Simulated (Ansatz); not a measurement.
The parent structure is ZnSe in the zinc blende structure (space group F-43m, No. 216; a = 5.666 Å).

The change: electron doping at 2.0×10^21 cm⁻³ (0.0910 per cell), with a uniform compensating background at fixed cell and a 300 K Fermi–Dirac width.

Computed with r2SCAN in Ansatz (plane waves to 500 eV, PAW, scalar-relativistic without spin-orbit coupling), earlier PAW set.

Base, band edges from the VBM (valence, conduction): X -2.24, 3.34; W -2.71, 5.83; L -0.89, 3.05; Γ 0.00, 1.86; K -1.83, 3.99; U -1.83, 3.99 eV.

Q: Give the band edges at the high-symmetry points of the new zone, measured from its valence-band maximum.

A: 
```
point  valence edge (eV)  conduction edge (eV)
-----  -----------------  --------------------
Γ                   0.00                  1.82
X                  -2.25                  3.28
U                  -1.84                  3.94
K                  -1.84                  3.94
L                  -0.89                  3.01
W                  -2.73                  5.79
```

The gap is 1.82 eV, direct at Γ.

Carriers are added with a uniform compensating background; total energy and stress of such cells depend on the potential's zero and are not compared; many-body gap narrowing is missing at this level. Stability against distortions was not tested.

Ansatz is an electronic-structure program.
